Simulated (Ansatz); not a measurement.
System: cubic perovskite CsSrF3. Method: PBEsol+SOC (plane waves, PAW; Ansatz, a quantum-chemistry and plane-wave program).

Numerical settings: plane-wave cutoff 520 eV, 8×8×8 k mesh, Fermi–Dirac smearing 0.01 eV, PAW data made under PBE.

On both sides of the equilibrium volume: at 20.839 Å³/atom the pressure is 0.93 GPa and the direct gap at Γ 6.326 eV; at 21.689 Å³/atom they are -0.83 GPa and 6.193 eV. The fitted bulk modulus is 43.7 GPa.

**Question.** Work out the volume deformation potential of this gap and its pressure coefficient, in two ways.

**Answer.** a_V = dE_g/d ln V = (6.193 − 6.326)/ln(21.689/20.839) = -3.33 eV. Since dP = −B d ln V, dE_g/dP = −a_V/B = 76 meV/GPa. Straight from the pressures: (6.326 − 6.193)/(0.93 − (-0.83)) = 76 meV/GPa. At this level and over this range the gap at Γ widens under pressure.

Note: the relaxation could not lower the start's symmetry, so the cell can be a saddle point above a distorted one.
